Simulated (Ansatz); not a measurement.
Partial pair distribution functions of a relaxed model of amorphous Hf$_{18}$O$_{30}$N$_{4}$, broadened by 0.06 Å; density 9.21 g/cm³. Level of theory: PBE, scalar-relativistic without spin-orbit coupling (plane waves to 420 eV, PAW; Ansatz, a first-principles code).

It comes from a melt-quench run on a machine-learned potential (CHGNet), relaxed afterwards by DFT. O and N atoms were pushed apart under 1.9 Å during the dynamics, to hinder bonds among them. The hot cell started wider than the set density and was brought back towards it in steps. It is the lowest in DFT energy of 4 quenches. It is a model cell: composition and starting density were chosen by hand, and all elements were melted together. No dispersion term was used. Its density started from a set value of 9.21 and ended at 9.21 g/cm³. Cooling (nominally 300 K/ps over its main leg) ran many orders faster than in experiment, which tends to leave more defects and strain. A cell of this size samples the disorder only roughly. Volume and shape were free in the relaxation.

```json
[
 {"r (Å)": "1.75", "g Hf-O": "0.00", "g Hf-N": "0.00", "g Hf-Hf": "0.00", "g O-O": "0.00"},
 {"r (Å)": "1.85", "g Hf-O": "0.16", "g Hf-N": "0.05", "g Hf-Hf": "0.00", "g O-O": "0.00"},
 {"r (Å)": "1.95", "g Hf-O": "2.30", "g Hf-N": "1.83", "g Hf-Hf": "0.00", "g O-O": "0.00"},
 {"r (Å)": "2.05", "g Hf-O": "6.81", "g Hf-N": "9.36", "g Hf-Hf": "0.00", "g O-O": "0.00"},
 {"r (Å)": "2.15", "g Hf-O": "6.20", "g Hf-N": "9.58", "g Hf-Hf": "0.00", "g O-O": "0.00"},
 {"r (Å)": "2.25", "g Hf-O": "2.94", "g Hf-N": "2.58", "g Hf-Hf": "0.00", "g O-O": "0.00"},
 {"r (Å)": "2.35", "g Hf-O": "1.09", "g Hf-N": "0.32", "g Hf-Hf": "0.00", "g O-O": "0.02"},
 {"r (Å)": "2.45", "g Hf-O": "0.62", "g Hf-N": "0.82", "g Hf-Hf": "0.00", "g O-O": "0.26"},
 {"r (Å)": "2.55", "g Hf-O": "0.39", "g Hf-N": "0.23", "g Hf-Hf": "0.00", "g O-O": "1.50"},
 {"r (Å)": "2.65", "g Hf-O": "0.14", "g Hf-N": "0.00", "g Hf-Hf": "0.00", "g O-O": "2.83"},
 {"r (Å)": "2.75", "g Hf-O": "0.08", "g Hf-N": "0.00", "g Hf-Hf": "0.00", "g O-O": "2.56"},
 {"r (Å)": "2.85", "g Hf-O": "0.06", "g Hf-N": "0.05", "g Hf-Hf": "0.00", "g O-O": "2.27"},
 {"r (Å)": "2.95", "g Hf-O": "0.10", "g Hf-N": "0.48", "g Hf-Hf": "0.00", "g O-O": "1.92"},
 {"r (Å)": "3.05", "g Hf-O": "0.30", "g Hf-N": "0.30", "g Hf-Hf": "0.23", "g O-O": "1.59"},
 {"r (Å)": "3.15", "g Hf-O": "0.50", "g Hf-N": "0.01", "g Hf-Hf": "1.19", "g O-O": "1.59"},
 {"r (Å)": "3.25", "g Hf-O": "0.40", "g Hf-N": "0.00", "g Hf-Hf": "2.39", "g O-O": "1.27"},
 {"r (Å)": "3.35", "g Hf-O": "0.27", "g Hf-N": "0.09", "g Hf-Hf": "3.86", "g O-O": "1.05"},
 {"r (Å)": "3.45", "g Hf-O": "0.36", "g Hf-N": "0.51", "g Hf-Hf": "2.63", "g O-O": "1.12"},
 {"r (Å)": "3.55", "g Hf-O": "0.60", "g Hf-N": "0.52", "g Hf-Hf": "1.76", "g O-O": "0.60"},
 {"r (Å)": "3.65", "g Hf-O": "0.80", "g Hf-N": "0.24", "g Hf-Hf": "2.16", "g O-O": "0.52"},
 {"r (Å)": "3.75", "g Hf-O": "1.15", "g Hf-N": "0.79", "g Hf-Hf": "1.72", "g O-O": "0.64"},
 {"r (Å)": "3.85", "g Hf-O": "0.96", "g Hf-N": "0.94", "g Hf-Hf": "1.86", "g O-O": "0.79"},
 {"r (Å)": "3.95", "g Hf-O": "1.08", "g Hf-N": "0.77", "g Hf-Hf": "2.19", "g O-O": "0.86"},
 {"r (Å)": "4.05", "g Hf-O": "1.29", "g Hf-N": "1.07", "g Hf-Hf": "1.67", "g O-O": "0.90"},
 {"r (Å)": "4.15", "g Hf-O": "1.13", "g Hf-N": "1.33", "g Hf-Hf": "0.86", "g O-O": "0.99"}
]
```

Within 2.70 Å each Hf has 5.28 O neighbours on average.
